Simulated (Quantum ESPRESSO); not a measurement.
Worked example: self-consistent single point of MgAl (Fm-3m, 2 atoms in the cell) in Quantum ESPRESSO.

Computed with LDA (PZ), GBRV 1.5 ultrasoft (LDA) pseudopotentials (plane waves; Quantum ESPRESSO 7.5).

```yaml
crystal:
  lattice:
    - [0.00000, 2.87581, 2.87581]
    - [2.87581, 0.00000, 2.87581]
    - [2.87581, 2.87581, 0.00000]
  atoms:
    - { symbol: Mg, position: [0.50000, 0.50000, 0.50000] }
    - { symbol: Al, position: [0.00000, 0.00000, 0.00000] }
```

Reference input (self-consistent single point, DFT, LDA (PZ), plane waves, GBRV 1.5 ultrasoft (LDA) pseudopotentials): ecutwfc = 40 Ry; ecutrho = 200 Ry; occupations = smearing; smearing = gauss; degauss = 0.0073499 Ry; potentials = {Mg: mg_lda_v1.4.uspp.F.UPF, Al: al_lda_v1.uspp.F.UPF}; K_POINTS = automatic 8 8 8 0 0 0; conv_thr = 1e-09 Ry. This run's input differs from it in these lines:

```diff
@@ -28,3 +28,3 @@
 K_POINTS {automatic}
-8 8 8  0 0 0
+6 6 6  0 0 0
 CELL_PARAMETERS {angstrom}
```

Output, abridged:

```
     Self-consistent Calculation

     iteration #  1     ecut=    40.00 Ry     beta= 0.70

---- Real-time Memory Report at c_bands before calling an iterative solver
            99 MiB given to the printing process from OS
            23 MiB allocation reported by mallinfo(arena+hblkhd)
------------------

     Threshold (ethr) on eigenvalues was too large:
     Diagonalizing with lowered threshold

---- Real-time Memory Report at c_bands before calling an iterative solver
           105 MiB given to the printing process from OS
            37 MiB allocation reported by mallinfo(arena+hblkhd)
------------------

   [... lines left out ...]

---- Real-time Memory Report at c_bands before calling an iterative solver
           119 MiB given to the printing process from OS
            41 MiB allocation reported by mallinfo(arena+hblkhd)
------------------

     total energy              =    -131.64223415 Ry
     estimated scf accuracy    <          2.6E-09 Ry

     iteration #  7     ecut=    40.00 Ry     beta= 0.70

---- Real-time Memory Report at c_bands before calling an iterative solver
           119 MiB given to the printing process from OS
            41 MiB allocation reported by mallinfo(arena+hblkhd)
------------------
     End of self-consistent calculation

     the Fermi energy is     4.3789 ev

!    total energy              =    -131.64223415 Ry
     estimated scf accuracy    <          2.7E-11 Ry
     smearing contrib. (-TS)   =      -0.00035763 Ry
     internal energy E=F+TS    =    -131.64187652 Ry

     convergence has been achieved in   7 iterations

     Forces acting on atoms (cartesian axes, Ry/au):

     atom    1 type  1   force =     0.00000000    0.00000000    0.00000000
     atom    2 type  2   force =     0.00000000    0.00000000    0.00000000

     Total force =     0.000000     Total SCF correction =     0.000000

          total   stress  (Ry/bohr**3)                   (kbar)     P=      -22.03
  -0.00014975   0.00000000   0.00000000          -22.03        0.00        0.00
  -0.00000000  -0.00014975   0.00000000           -0.00      -22.03        0.00
   0.00000000   0.00000000  -0.00014975            0.00        0.00      -22.03

   JOB DONE.
```

The run converged in 7 iterations. Against the reference run the free energy drops by 25.4 meV/atom and the pressure goes from -1.92 to -2.20 GPa.

The starting cell comes from a database of computed structures (which also holds hypothetical and non-ambient phases and stackings), without a prior relaxation at this level.
